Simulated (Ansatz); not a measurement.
Consider Os in the hcp (Mg type) structure (space group P6_3/mmc, No. 194; relaxed with 0.1 eV smearing).

```
Os
1.0
    2.72903     0.00000     0.00000
   -1.36451     2.36341     0.00000
    0.00000     0.00000     4.30906
Os
2
Cartesian
  1.36451   0.78780   3.23180
  0.00000   1.57560   1.07727
```

Cartesian axes are those of the cell as printed.

Computed with Ansatz (a first-principles code), PBEsol, PAW, cutoff 420 eV, no spin-orbit coupling.

Strains are applied to the cell and any free atomic positions relax.

One change was made to it. Results:

```tsv
quantity	base	after
energy relative to the base (free energy F)	0 meV/atom	+8.3 meV/atom
shortest interatomic distance	5.044 bohr	5.093 bohr
```

Which of these changes matches the shifts?
A. uniaxial strain ε_zz = +3.00 %
B. uniaxial strain ε_zz = −0.50 %
C. uniaxial strain ε_zz = +2.50 %
D. uniaxial strain ε_zz = +1.50 %
E. uniaxial strain ε_zz = +0.50 %

D, uniaxial strain ε_zz = +1.50 %. For comparison, the energy relative to the base in the other runs: uniaxial strain ε_zz = +0.50 % gives +0.9 meV/atom; uniaxial strain ε_zz = −0.50 % gives +1.0 meV/atom; uniaxial strain ε_zz = +2.50 % gives +22 meV/atom; uniaxial strain ε_zz = +3.00 % gives +32 meV/atom.

Stability against distortions was not tested. The final runs are not spin-polarised.
